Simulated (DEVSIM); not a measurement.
System: Ti/SiO2/n-Ge capacitor, at 300 K.

```tsv
layer (left to right)	material	thickness (nm)	Nd (cm⁻³)
1	SiO2	21.0	-
2	Ge	460	1.7e18
```

Metal gate on the left, work function 4.33 eV. Fixed charge at the semiconductor interface 1.5e12 cm⁻² (in units of +e); interface traps 1e12 cm⁻² eV⁻¹, uniform in energy, neutral level at 0.5 of the gap above the valence band.

The device is made up for the run: typed textbook-type constants, with dimensions and the other settings drawn at random. Values at 300 K.

```tsv
parameter	SiO2	Ge
gap (eV)	9	0.664
affinity (eV)	0.9	4
permittivity	3.9	16
Nc (cm⁻³)	-	1.04e19
Nv (cm⁻³)	-	6e18
```

Model (solved in DEVSIM): 1D Poisson equation in equilibrium, Boltzmann statistics, complete ionisation; no quantum confinement or tunnelling. Metal contacts follow the ideal Schottky-Mott rule: no Fermi-level pinning, no interface dipoles.

Problem. Tabulate band edges, carrier densities and field at -3.5 V on the gate.

Solution. Energies count from the Fermi level of the right contact; mesh points crowd at the junctions.

```json
[
 {"x (μm)": "0.000", "Ec (eV)": "6.930", "Ev (eV)": "-2.070", "n (cm⁻³)": "< 1e2", "p (cm⁻³)": "< 1e2", "field (V/cm)": "-1700000"},
 {"x (μm)": "0.001081", "Ec (eV)": "6.745", "Ev (eV)": "-2.255", "n (cm⁻³)": "< 1e2", "p (cm⁻³)": "< 1e2", "field (V/cm)": "-1700000"},
 {"x (μm)": "0.003053", "Ec (eV)": "6.409", "Ev (eV)": "-2.591", "n (cm⁻³)": "< 1e2", "p (cm⁻³)": "< 1e2", "field (V/cm)": "-1700000"},
 {"x (μm)": "0.006654", "Ec (eV)": "5.794", "Ev (eV)": "-3.206", "n (cm⁻³)": "< 1e2", "p (cm⁻³)": "< 1e2", "field (V/cm)": "-1700000"},
 {"x (μm)": "0.01432", "Ec (eV)": "4.484", "Ev (eV)": "-4.516", "n (cm⁻³)": "< 1e2", "p (cm⁻³)": "< 1e2", "field (V/cm)": "-1700000"},
 {"x (μm)": "0.01793", "Ec (eV)": "3.867", "Ev (eV)": "-5.133", "n (cm⁻³)": "< 1e2", "p (cm⁻³)": "< 1e2", "field (V/cm)": "-1700000"},
 {"x (μm)": "0.01991", "Ec (eV)": "3.529", "Ev (eV)": "-5.471", "n (cm⁻³)": "< 1e2", "p (cm⁻³)": "< 1e2", "field (V/cm)": "-1700000"},
 {"x (μm)": "0.02126", "Ec (eV)": "0.237", "Ev (eV)": "-0.427", "n (cm⁻³)": "1.1e15", "p (cm⁻³)": "4.1e11", "field (V/cm)": "-250000"},
 {"x (μm)": "0.02264", "Ec (eV)": "0.204", "Ev (eV)": "-0.460", "n (cm⁻³)": "3.8e15", "p (cm⁻³)": "1.1e11", "field (V/cm)": "-230000"},
 {"x (μm)": "0.02534", "Ec (eV)": "0.151", "Ev (eV)": "-0.513", "n (cm⁻³)": "3.1e16", "p (cm⁻³)": "1.4e10", "field (V/cm)": "-170000"},
 {"x (μm)": "0.03063", "Ec (eV)": "0.084", "Ev (eV)": "-0.580", "n (cm⁻³)": "4.1e17", "p (cm⁻³)": "1.1e9", "field (V/cm)": "-82000"},
 {"x (μm)": "0.04668", "Ec (eV)": "0.047", "Ev (eV)": "-0.617", "n (cm⁻³)": "1.7e18", "p (cm⁻³)": "2.6e8", "field (V/cm)": "-1600"},
 {"x (μm)": "0.07255", "Ec (eV)": "0.047", "Ev (eV)": "-0.617", "n (cm⁻³)": "1.7e18", "p (cm⁻³)": "2.6e8", "field (V/cm)": "≈ 0"},
 {"x (μm)": "0.1233", "Ec (eV)": "0.047", "Ev (eV)": "-0.617", "n (cm⁻³)": "1.7e18", "p (cm⁻³)": "2.6e8", "field (V/cm)": "≈ 0"},
 {"x (μm)": "0.2732", "Ec (eV)": "0.047", "Ev (eV)": "-0.617", "n (cm⁻³)": "1.7e18", "p (cm⁻³)": "2.6e8", "field (V/cm)": "≈ 0"},
 {"x (μm)": "0.3757", "Ec (eV)": "0.047", "Ev (eV)": "-0.617", "n (cm⁻³)": "1.7e18", "p (cm⁻³)": "2.6e8", "field (V/cm)": "≈ 0"},
 {"x (μm)": "0.4280", "Ec (eV)": "0.047", "Ev (eV)": "-0.617", "n (cm⁻³)": "1.7e18", "p (cm⁻³)": "2.6e8", "field (V/cm)": "≈ 0"},
 {"x (μm)": "0.4546", "Ec (eV)": "0.047", "Ev (eV)": "-0.617", "n (cm⁻³)": "1.7e18", "p (cm⁻³)": "2.6e8", "field (V/cm)": "≈ 0"},
 {"x (μm)": "0.4711", "Ec (eV)": "0.047", "Ev (eV)": "-0.617", "n (cm⁻³)": "1.7e18", "p (cm⁻³)": "2.6e8", "field (V/cm)": "≈ 0"},
 {"x (μm)": "0.4765", "Ec (eV)": "0.047", "Ev (eV)": "-0.617", "n (cm⁻³)": "1.7e18", "p (cm⁻³)": "2.6e8", "field (V/cm)": "≈ 0"},
 {"x (μm)": "0.4793", "Ec (eV)": "0.047", "Ev (eV)": "-0.617", "n (cm⁻³)": "1.7e18", "p (cm⁻³)": "2.6e8", "field (V/cm)": "≈ 0"},
 {"x (μm)": "0.4810", "Ec (eV)": "0.047", "Ev (eV)": "-0.617", "n (cm⁻³)": "1.7e18", "p (cm⁻³)": "2.6e8", "field (V/cm)": "≈ 0"}
]
```
